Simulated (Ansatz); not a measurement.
MoSi2: response to strain and stress

Take MoSi2 (space group I4/mmm, No. 139; a = 3.202 Å, c = 7.819 Å) as the base. Axes: x, y, z lie along a, b, c of the conventional cell.

Strains are applied to the cell and any free atomic positions relax; under biaxial strain the out-of-plane vector relaxes too; under stress the whole cell relaxes.

Method: r2SCAN in Ansatz (plane waves to 500 eV, PAW, without spin-orbit coupling), earlier PAW set.

Candidates:
(a) uniaxial stress, 8 GPa compression along x
(b) strain tensor (xx, yy, zz, yz, xz, xy) = (+0.48, +0.88, −0.90, −1.13, +0.70, +0.46) %
(c) isotropic strain +1.01 %
(d) biaxial strain +0.62 %, plane normal [001], relaxed out of plane
(e) isotropic strain +5.23 %

Notes on the quantities. energy relative to the base: free energy F.

**Question.** Order them by energy relative to the base, lowest first.

**Answer.** (d) biaxial strain +0.62 %, plane normal [001], relaxed out of plane (+1.6 meV/atom), (a) uniaxial stress, 8 GPa compression along x (+6.7 meV/atom), (c) isotropic strain +1.01 % (+8.1 meV/atom), (b) strain tensor (xx, yy, zz, yz, xz, xy) = (+0.48, +0.88, −0.90, −1.13, +0.70, +0.46) % (+10 meV/atom), (e) isotropic strain +5.23 % (+187 meV/atom)

A case with no gap was solved on a k-mesh chosen for an insulator, which is coarse for it. Without a gap, meshes like the base's 14×14×14 leave anisotropic stresses uncertain by several tenths of a GPa, and small strain energies with them. Beyond what the load breaks, stability against distortions was not tested. The final runs are not spin-polarised.

Ansatz is a first-principles code.
